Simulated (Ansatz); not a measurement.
Take SnTe in the rock salt structure (space group Fm-3m, No. 225; a = 6.371 Å) as the base. Axes: x, y, z lie along the cube axes.

The values are results of Ansatz (a first-principles code), r2SCAN, PAW, cutoff 500 eV, no spin-orbit coupling, earlier PAW set, not measurements.

A first run, uniaxial strain ε_yy = −0.85 %, gives secant values C11 ≈ 130 GPa and C12 ≈ 2.7 GPa from its stress. A second run applies biaxial strain +1.55 %, plane normal [001], relaxed out of plane.

What does linear elasticity predict for −ε⊥/ε∥ in the second run, and what does the run give?

Linear elasticity: 2 C12/C11 = 0.04. The run gives 0.05; any difference comes from nonlinear terms at these strains and numerical noise.

Stability against distortions was not tested.
